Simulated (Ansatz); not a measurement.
Consider CaO in the zinc blende structure (space group F-43m, No. 216; a = 5.244 Å; a hypothetical phase, not in the database extracts checked). Axes: x, y, z lie along the cube axes.

All numbers come from Ansatz (an electronic-structure program) PBE, no spin-orbit coupling.

A first run, uniaxial strain ε_zz = +0.65 %, gives secant values C11 ≈ 87 GPa and C12 ≈ 69 GPa from its stress. A second run applies isotropic strain −0.40 %.

Q: What does linear elasticity predict for the bulk modulus −ΔP/(ΔV/V₀) in the second run, and what does the run give?

A: Linear elasticity: (C11 + 2 C12)/3 = 75 GPa. The run gives 78 GPa; any difference comes from nonlinear terms at these strains and numerical noise.

Whether these cells are dynamically stable was not tested.
